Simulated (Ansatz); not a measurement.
Input and output of a self-consistent single point for a (001) slab of SnO (cut from a parent of space group no. 129; 8 atoms in the cell) (Ansatz, an electronic-structure program).

Method: PBEsol, default PAW files made with PBE (plane waves; Ansatz).

```xyz
8
Lattice="3.7810 0.0000 0.0000 0.0000 3.7810 0.0000 0.0000 0.0000 21.1082" Properties=species:S:1:pos:R:3 pbc="T T T"
Sn     1.8905     0.0000     7.0000
Sn     0.0000     1.8905     9.2924
O      1.8905     1.8905     8.1462
O      0.0000     0.0000     8.1462
Sn     1.8905     0.0000    11.8158
Sn     0.0000     1.8905    14.1082
O      1.8905     1.8905    12.9620
O      0.0000     0.0000    12.9620
```

Reference input (self-consistent single point, DFT, PBEsol, plane waves, default PAW files made with PBE): basis.ecutwfc = 420 eV; kpoints.mp_grid.grid = 6 6 1; hamiltonian.xc = pbesol; hamiltonian.pseudopotentials = {kind: paw} (the program's default PAW files); scf.occupations.method = fermi_dirac; scf.occupations.width = 0.02 eV. This run's input differs from it in these lines:

Ansatz 0.2 input:
```diff
@@ -19,3 +19,3 @@
   mp_grid:
-    grid: [6, 6, 1]
+    grid: [12, 12, 1]
 hamiltonian:
```

Output (repeated stretches shortened):

```
SCF iter   1: F=—  HF=-26042.545727 eV  |F-HF|=—  |Δ(HF+E_count)|=         —  Δρ=9.33e-3  dr2=2.15e-1  ethr=1.77e-3  ⟨swp⟩=8.1  Hψ=5901  notcnv=0
all-band conjugate gradients solve this SCF's bands
preconditioner: auto → Resta (q_TF=auto, 2.187 Å⁻¹)
SCF iter   2: F=—  HF=-26042.512552 eV  |F-HF|=—  |Δ(HF+E_count)|=   3.32e-2  Δρ=4.76e-3  dr2=7.24e-2  ethr=2.69e-4  ⟨swp⟩=2.9  Hψ=2441  notcnv=0  defer=79
   [... lines left out ...]
SCF iter   5: F=—  HF=-26042.498502 eV  |F-HF|=—  |Δ(HF+E_count)|=   9.03e-5  Δρ=4.65e-5  dr2=6.68e-6  ethr=9.33e-8  ⟨swp⟩=2.2  Hψ=2467  notcnv=0  defer=79
SCF iter   6: F=—  HF=-26042.498506 eV  |F-HF|=—  |Δ(HF+E_count)|=   3.27e-6  Δρ=1.06e-5  dr2=3.50e-7  ethr=8.35e-9  ⟨swp⟩=2.0  Hψ=2385  notcnv=0  defer=79
SCF iter   7: F=—  HF=-26042.498507 eV  |F-HF|=—  |Δ(HF+E_count)|=   1.05e-6  Δρ=3.92e-6  dr2=1.24e-7  ethr=1.25e-10  ⟨swp⟩=15.3  Hψ=7164  notcnv=0
SCF iter   8: F=-26042.498507 eV  HF=-26042.498507 eV  |F-HF|=1.04e-8  |Δ(HF+E_count)|=   1.41e-8  Δρ=1.06e-6  dr2=1.46e-8  ethr=1.25e-10  ⟨swp⟩=6.8  Hψ=5109  notcnv=0
SCF 1 converged in 8 iterations: F = -26042.498507 eV  dr2 = 1.46e-8
Free energy (F): -26042.498507 eV
Internal energy: -26042.498507 eV  (E = F + TS)
E sigma→0 (E₀):  -26042.498507 eV
Fermi energy:    2.498572 eV
--- Forces (eV/Å), atoms counted from 1 ---
  atom   1  Sn     0.00000000     0.00000000    -0.40512932
  atom   2  Sn     0.00000000     0.00000000     0.42110891
  atom   3  O      0.00000000     0.00000000     0.02270190
  atom   4  O      0.00000000     0.00000000     0.02270190
  atom   5  Sn     0.00000000     0.00000000    -0.42110891
  atom   6  Sn     0.00000000     0.00000000     0.40512932
  atom   7  O      0.00000000     0.00000000    -0.02270190
  atom   8  O      0.00000000     0.00000000    -0.02270190
--- Stress (GPa, compression-positive) ---
        0.801942       0.000000       0.000000
        0.000000       0.801942       0.000000
        0.000000       0.000000       0.848682
  P = ⅓ Tr σ = 0.8175 GPa (8.175 kbar)
  The stress holds the Pulay correction. Without it, at fixed plane waves, as pw.x and ABINIT print it: P = 0.5833 GPa
```

The run converged in 8 iterations. Against the reference run the free energy is nearly the same (within 1 meV/atom), the largest force moves little (0.417 to 0.421 eV/Å) and the gap on the mesh goes from 1.051 to 1.025 eV.

The starting cell has typed, rounded lattice constants, without a prior relaxation at this level. The slab is cut from that crystal, and its faces are unrelaxed. Its lattice was rescaled by up to half a per cent. Spin polarisation is off, though cut faces can carry moments; a gap of a slab can lie between surface states.
